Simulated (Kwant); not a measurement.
# In0.53Ga0.47As/In0.52Al0.48As stack with 1 barrier

Device: In0.53Ga0.47As/In0.52Al0.48As stack with 1 barrier. One parabolic valley. Leads of mass 0.041 mₑ with the band edge at 0; grid 0.1 nm; bias swept from 0.0208 to 0.44254 V, dropping linearly over the stack. Emitter Fermi level 0.043 eV, 77 K, equal in the collector.

```
layer  thickness (nm)  band offset (eV)  mass (mₑ)
-----  --------------  ----------------  ---------
1                 4.4              0.52      0.075
```

Constants are typed, rounded textbook-type inputs, not results; the design itself was drawn at random and stands for no fabricated device.

Computed with Kwant: one-band effective-mass tight-binding model in one dimension, coherent, no space charge, current by the Tsu-Esaki formula.

| bias (V) | J (A/cm²) |
|---|---|
| 0.02080 | 107 |
| 0.05595 | 201 |
| 0.09109 | 262 |
| 0.1262 | 324 |
| 0.1614 | 392 |
| 0.1965 | 467 |
| 0.2317 | 552 |
| 0.2668 | 648 |
| 0.3020 | 758 |
| 0.3371 | 886 |
| 0.3723 | 1030 |
| 0.4074 | 1210 |
| 0.4425 | 1410 |
